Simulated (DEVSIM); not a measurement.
Device: Ru/SiON/n-Ge capacitor, at 250 K.

Layer 1 from the left is SiON, thickness (nm) 3.60. Layer 2 from the left is Ge, thickness (nm) 9900, Nd (cm⁻³) 3.6e15.

Metal gate on the left, work function 4.7 eV. Fixed charge at the semiconductor interface -1.1e11 cm⁻² (in units of +e); no interface traps.

The device is made up for the run: typed textbook-type constants, with dimensions and the other settings drawn at random. Values at 300 K; Nc and Nv go as T^1.5, mobilities as T to minus their exponent, the gap by Varshni's rule with the affinity fixed.

SiON: gap (eV) 7, affinity (eV) 1.4, permittivity 5.5. Ge: gap (eV) 0.664, affinity (eV) 4, permittivity 16, Nc (cm⁻³) 1.04e19, Nv (cm⁻³) 6e18, Varshni α (eV/K) 0.000477, Varshni β (K) 235.

Simulated with DEVSIM: 1D Poisson equation in equilibrium, Boltzmann statistics, complete ionisation; no quantum confinement or tunnelling. Metal contacts follow the ideal Schottky-Mott rule: no Fermi-level pinning, no interface dipoles.

Task: What does the simulation give for the threshold voltage (band bending 2φF), the flat-band voltage, the minimum of the low-frequency capacitance?

Result: threshold voltage (band bending 2φF) 0.17 V; flat-band voltage 0.55 V; minimum of the low-frequency capacitance 0.0393 μF/cm².
